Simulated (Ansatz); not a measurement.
**Ti3Al: response to strain**

Base system: Ti$_{3}$Al (space group P6_3/mmc, No. 194).

```
CELL_PARAMETERS angstrom
      5.74737     0.00000     0.00000
     -2.87369     4.97737     0.00000
      0.00000     0.00000     4.63190
ATOMIC_POSITIONS crystal
  Ti 0.82982 0.65964 0.25000
  Ti 0.17018 0.82982 0.75000
  Ti 0.34036 0.17018 0.25000
  Ti 0.17018 0.34036 0.75000
  Ti 0.82982 0.17018 0.25000
  Ti 0.65964 0.82982 0.75000
  Al 0.33333 0.66667 0.25000
  Al 0.66667 0.33333 0.75000
```

Cartesian axes are those of the cell as printed.

Strains are applied to the cell and any free atomic positions relax; under biaxial strain the out-of-plane vector relaxes too; under stress the whole cell relaxes.

Calculations: Kohn–Sham DFT with the r2SCAN functional, run in Ansatz (a program for electronic structure) with PAW and 500 eV plane waves, no spin-orbit coupling, earlier PAW set.

Notes on the quantities. pressure: mean of the normal stresses, compression positive; energy relative to the base: free energy F.

```tsv
change	pressure	space group	energy relative to the base	shortest interatomic distance
base	0.0 GPa	P6_3/mmc (No. 194)	0 meV/atom	2.813 Å
biaxial strain −4.07 %, plane normal [001], relaxed out of plane	8.5 GPa	P6_3/mmc (No. 194)	+49 meV/atom	2.697 Å
biaxial strain −1.35 %, plane normal [001], relaxed out of plane	2.5 GPa	P6_3/mmc (No. 194)	+5.0 meV/atom	2.774 Å
isotropic strain −0.82 %	3.1 GPa	P6_3/mmc (No. 194)	+3.9 meV/atom	2.790 Å
isotropic strain +0.49 %	-1.7 GPa	P6_3/mmc (No. 194)	+1.3 meV/atom	2.827 Å
isotropic strain +5.44 %	-14.3 GPa	P6_3/mmc (No. 194)	+145 meV/atom	2.962 Å
uniaxial strain ε_xx = −2.67 %	3.4 GPa	Cmcm (No. 63)	+7.8 meV/atom	2.761 Å
uniaxial strain ε_yy = −1.37 %	1.7 GPa	Cmcm (No. 63)	+2.0 meV/atom	2.790 Å
uniaxial strain ε_zz = −1.46 %	1.9 GPa	P6_3/mmc (No. 194)	+2.8 meV/atom	2.801 Å
uniaxial stress, 1 GPa tension along x	–	Cmcm (No. 63)	+0.3 meV/atom	2.817 Å
```

Stability under load was not tested beyond the relaxation. The final runs are not spin-polarised.
